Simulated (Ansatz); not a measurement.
## Re: pressure series

The reference is Re in the hcp (Mg type) structure (space group P6_3/mmc, No. 194; a = 2.775 Å, c = 4.483 Å).

Cell and atoms are relaxed at each pressure.

Levels (all Ansatz, a program for electronic structure, PAW, earlier PAW set): PBE (420 eV, spin-orbit coupling left out); r2SCAN (500 eV, spin-orbit coupling left out).

The base cell above is that of PBE; each level relaxes its own structures.

```tsv
case	lattice parameter a, PBE	lattice parameter a, r2SCAN
pressure −2 GPa	2.780 Å	2.763 Å
pressure −1 GPa	2.778 Å	?
pressure 3 GPa	2.768 Å	2.751 Å
pressure 7 GPa	2.758 Å	?
pressure 15 GPa	2.740 Å	2.725 Å
pressure 30 GPa	2.711 Å	2.697 Å
pressure 50 GPa	2.677 Å	?
pressure 75 GPa	2.641 Å	?
pressure 100 GPa	2.610 Å	2.601 Å
```

Q: Complete the table.

A: 
- pressure −1 GPa, lattice parameter a, r2SCAN: 2.760 Å
- pressure 7 GPa, lattice parameter a, r2SCAN: 2.742 Å
- pressure 50 GPa, lattice parameter a, r2SCAN: 2.665 Å
- pressure 75 GPa, lattice parameter a, r2SCAN: 2.631 Å

PBE lies above r2SCAN in every row, by 0.009 Å to 0.018 Å. They put the cases in the same order.

Load acts through the strain it causes; cell and atoms are relaxed under it. Whether these cells are dynamically stable was not tested. No other phases were tried under pressure. All final runs are without spin polarisation.
